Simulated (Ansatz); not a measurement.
The starting structures come from a database of crystals and need not be the phases stable at ambient conditions.

By PBEsol, the system below comes out a metal.

A figure of merit of an interconnect metal is its ballistic conductance per area.

Here is the system:

```
CELL_PARAMETERS angstrom
      3.42502     0.00000     0.00000
      0.00000     4.31826     0.00000
      0.00000     2.15913     2.15913
ATOMIC_POSITIONS crystal
  Nb 0.00000 0.00000 0.00000
  Ru 0.50000 0.50000 0.00000
```

Space group of this cell: P4/mmm. The cell is taken as given; by PBEsol its mean pressure is -7.4 GPa.

The current flows along the normal of the first two printed cell vectors, the (110) plane of the conventional cell. No spin-orbit coupling; the value is a mean over 0.1 eV about the Fermi level.

Estimate the ballistic conductance per area that PBEsol (Ansatz, a quantum-chemistry and plane-wave program) returns for this system.

1.3 × 10¹⁵ S/m² for both spins.
